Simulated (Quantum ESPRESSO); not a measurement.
A working Quantum ESPRESSO input for Zr₅Sb₃Se (P6_3/mcm, 18 atoms in the cell) (DFT, LDA (PZ), plane waves, GBRV 1.5 ultrasoft (LDA) pseudopotentials):

```fortran
&CONTROL
 calculation = 'scf'
 prefix = 'scf'
 outdir = './work'
 pseudo_dir = './'
 tprnfor = .true.
 tstress = .true.
/
&SYSTEM
 ibrav = 0
 nat = 18
 ntyp = 3
 ecutwfc = 40
 ecutrho = 320
 occupations = 'smearing'
 smearing = 'marzari-vanderbilt'
 degauss = 0.0073499
/
&ELECTRONS
 conv_thr = 1.0d-10
 mixing_beta = 0.5
/
ATOMIC_SPECIES
Zr    91.2240  zr_lda_v1.uspp.F.UPF
Sb   121.7600  sb_lda_v1.4.uspp.F.UPF
Se    78.9710  se_lda_v1.uspp.F.UPF
ATOMIC_POSITIONS {crystal}
Zr    0.7381000000    0.0000000000    0.7500000000
Zr    0.2619000000    0.0000000000    0.2500000000
Zr    0.7381000000    0.7381000000    0.2500000000
Zr    0.2619000000    0.2619000000    0.7500000000
Zr    0.0000000000    0.7381000000    0.7500000000
Zr    0.0000000000    0.2619000000    0.2500000000
Zr    0.3333333333    0.6666666667    0.0000000000
Zr    0.6666666667    0.3333333333    0.0000000000
Zr    0.6666666667    0.3333333333    0.5000000000
Zr    0.3333333333    0.6666666667    0.5000000000
Sb    0.3955500000    0.0000000000    0.7500000000
Sb    0.6044500000    0.0000000000    0.2500000000
Sb    0.3955500000    0.3955500000    0.2500000000
Sb    0.6044500000    0.6044500000    0.7500000000
Sb    0.0000000000    0.3955500000    0.7500000000
Sb    0.0000000000    0.6044500000    0.2500000000
Se    0.0000000000    0.0000000000    0.0000000000
Se    0.0000000000    0.0000000000    0.5000000000
K_POINTS {automatic}
3 3 3  0 0 0
CELL_PARAMETERS {bohr}
  16.1602569883     0.0000000000     0.0000000000
  -8.0801284942    13.9951930836     0.0000000000
   0.0000000000     0.0000000000    11.5862132263
```

The run converged in 15 iterations: free energy E − TS -29769.0818 eV; Fermi level (on the code's own zero) 14.76 eV; pressure -6.48 GPa; largest force (vector length) 0.138 eV/Å. Each of these slips is then made, one at a time:

(1)
```diff
- ecutwfc = 40
- ecutrho = 320
+ ecutwfc = 20
+ ecutrho = 160
```

(2)
```diff
-Se    0.0000000000    0.0000000000    0.5000000000
+Se1    0.0000000000    0.0000000000    0.5000000000
```

Problem. What happens in each case?

Solution. 
(1) An energy in the wrong unit. The run converged in 15 iterations without an error; against the sound input the free energy rises by 6.36 eV/atom, the pressure goes from -6.48 to -218.2 GPa and the largest force goes from 0.138 to 0.050 eV/Å.

(2) An atom label that is not in the list of species. The program stopped before any SCF iteration.
```
Error in routine read_cards (18):
species Se1 in ATOMIC_POSITIONS is nonexistent
```

The starting cell comes from a database of computed structures (which also holds hypothetical and non-ambient phases and stackings), without a prior relaxation at this level. In the base run, with a pressure of about -6 GPa the cell is away from its equilibrium volume at this level. Without a gap this mesh is coarse (it stands for a supercell whose shortest vector is 18 Å).

Left out of this page: 3 runs of the series outside the window shown, repeating another row's setting, or not comparable.
